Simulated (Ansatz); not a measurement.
Gap of a one-dimensional KCl body, 8 atoms a period at several levels, all on one geometry.

```
CELL_PARAMETERS angstrom
     14.50000     0.00000     0.00000
      0.00000    14.50000     0.00000
      0.00000     0.00000     6.09296
ATOMIC_POSITIONS crystal
  K  0.39572 0.39572 0.00000
  Cl 0.39071 0.39071 0.50000
  Cl 0.39071 0.60929 0.00000
  K  0.39572 0.60428 0.50000
  Cl 0.60929 0.39071 0.00000
  K  0.60428 0.39572 0.50000
  K  0.60428 0.60428 0.00000
  Cl 0.60929 0.60929 0.50000
```

Levels: PBE (plane waves to 420 eV, PAW; Ansatz, a program for electronic structure); r2SCAN (plane waves to 500 eV, PAW; Ansatz); Ansatz with HSE06. Unmarked values and the geometry are of the first. Mesh 1×1×50. No spin polarisation. It repeats along c; a and b span vacuum. A hypothetical model. Only distortions within the start's symmetry and period were free. HSE06 ran on a 1×1×3 mesh and at PBE's edge points.

| level | gap (eV) |
|---|---|
| PBE | 4.94 |
| r2SCAN | [?] |
| HSE06 | 6.10 |

**Question.** Complete the blanks.

**Answer.** 
- r2SCAN, gap (eV): 5.77
